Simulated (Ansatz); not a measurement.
Start from GaP in the zinc blende structure (space group F-43m, No. 216; a = 5.439 Å). Axes: x, y, z lie along the cube axes.

Computed with Ansatz (a program for electronic structure), PBEsol, PAW, cutoff 420 eV, no SOC.

For the base:

```
Quantity    Value
--------  -------
Band gap  1.45 eV
```

One thing is altered: biaxial strain +2.00 %, plane normal [001], relaxed out of plane (Cartesian); in-plane vectors clamped, the third vector and the atoms free.

**Question.** How does this affect the band gap?

**Answer.** The band gap drops by 0.309 eV (1.45 eV → 1.15 eV).

**Question.** What does the calculation give for the energy relative to the base after the change?

**Answer.** The energy goes up by 6.8 meV/atom.

**Question.** Estimate the effect on the ratio −ε⊥/ε∥.

**Answer.** The ratio −ε⊥/ε∥ is 0.91.

Stability against distortions was not tested.
